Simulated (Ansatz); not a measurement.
The starting structures come from a database of crystals and need not be the phases stable at ambient conditions.

 Where the default PAW files enter, the runs use the earlier of Ansatz's two default sets.

By PBEsol, the system below comes out a metal.

The ballistic (Sharvin) conductance counts the channels at the Fermi level: G/A = (e²/h) × channels of both spins per area.

```xyz
9
Lattice="4.5363 0.0000 0.0000 -2.2681 3.9285 0.0000 0.0000 0.0000 6.1231" Properties=species:S:1:pos:R:3 pbc="T T T"
V      1.1341     1.9643     2.0410
V     -1.1341     1.9643     0.0000
V      0.0000     3.9285     4.0821
Si     1.1077     0.6395     0.0000
Si     0.0000     1.2791     4.0821
Si     3.4285     0.6395     2.0410
Si     1.1604     3.2890     0.0000
Si     2.2681     2.6494     4.0821
Si    -1.1604     3.2890     2.0410
```

Space group of this cell: P6_422. The cell is strained (lengths along the current scaled by 0.97, ions clamped); by PBEsol its mean pressure is 6.3 GPa.

The current flows along the normal of the first two printed cell vectors, the (001) (indices of the unstrained crystal) plane of the conventional cell. No spin-orbit coupling; the value is a mean over 0.1 eV about the Fermi level.

Question: Compute, with PBEsol in Ansatz (a first-principles code), the ballistic conductance per area.

Answer: 0.42 × 10¹⁵ S/m² for both spins.
